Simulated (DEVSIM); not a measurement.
Structure: Co/Si3N4/SiO2/p-Si capacitor, at 300 K.

| layer (left to right) | material | thickness (nm) | Na (cm⁻³) |
|---|---|---|---|
| 1 | Si3N4 | 3.60 | - |
| 2 | SiO2 | 0.960 | - |
| 3 | Si | 840 | 9.4e17 |

Metal gate on the left, work function 5 eV. Fixed charge at the semiconductor interface 8.1e11 cm⁻² (in units of +e); no interface traps.

Constants are typed, rounded textbook-type inputs, not results; the design itself was drawn at random and stands for no fabricated device. Values at 300 K.

| parameter | Si3N4 | SiO2 | Si |
|---|---|---|---|
| gap (eV) | 5.1 | 9 | 1.124 |
| affinity (eV) | 2.1 | 0.9 | 4.05 |
| permittivity | 7.5 | 3.9 | 11.7 |
| Nc (cm⁻³) | - | - | 2.86e19 |
| Nv (cm⁻³) | - | - | 3.1e19 |

DEVSIM, 1D Poisson equation in equilibrium, Boltzmann statistics, complete ionisation; no quantum confinement or tunnelling. Metal contacts follow the ideal Schottky-Mott rule: no Fermi-level pinning, no interface dipoles.

Q: Tabulate band edges, carrier densities and field at 0.5 V on the gate.

A: Energies count from the Fermi level of the right contact; mesh points crowd at the junctions.

| x (μm) | Ec (eV) | Ev (eV) | n (cm⁻³) | p (cm⁻³) | field (V/cm) |
|---|---|---|---|---|---|
| 0.000 | 2.400 | -2.700 | < 1e2 | < 1e2 | 320000 |
| 0.0008937 | 2.429 | -2.671 | < 1e2 | < 1e2 | 320000 |
| 0.001978 | 2.464 | -2.636 | < 1e2 | < 1e2 | 320000 |
| 0.003021 | 2.498 | -2.602 | < 1e2 | < 1e2 | 320000 |
| 0.003986 | 3.741 | -5.259 | < 1e2 | < 1e2 | 620000 |
| 0.004404 | 3.767 | -5.233 | < 1e2 | < 1e2 | 620000 |
| 0.005328 | 0.652 | -0.472 | 3.2e8 | 3.6e11 | 320000 |
| 0.008209 | 0.738 | -0.386 | 1.1e7 | 1.0e13 | 280000 |
| 0.01286 | 0.853 | -0.271 | 130000 | 8.6e14 | 210000 |
| 0.02200 | 0.987 | -0.137 | 740 | 1.6e17 | 85000 |
| 0.03998 | 1.033 | -0.091 | 130 | 9.1e17 | 2100 |
| 0.09453 | 1.034 | -0.090 | 120 | 9.4e17 | ≈ 0 |
| 0.1826 | 1.034 | -0.090 | 120 | 9.4e17 | ≈ 0 |
| 0.3557 | 1.034 | -0.090 | 120 | 9.4e17 | ≈ 0 |
| 0.6387 | 1.034 | -0.090 | 120 | 9.4e17 | ≈ 0 |
| 0.7404 | 1.034 | -0.090 | 120 | 9.4e17 | ≈ 0 |
| 0.7922 | 1.034 | -0.090 | 120 | 9.4e17 | ≈ 0 |
| 0.8185 | 1.034 | -0.090 | 120 | 9.4e17 | ≈ 0 |
| 0.8348 | 1.034 | -0.090 | 120 | 9.4e17 | ≈ 0 |
| 0.8402 | 1.034 | -0.090 | 120 | 9.4e17 | ≈ 0 |
| 0.8429 | 1.034 | -0.090 | 120 | 9.4e17 | ≈ 0 |
| 0.8446 | 1.034 | -0.090 | 120 | 9.4e17 | ≈ 0 |
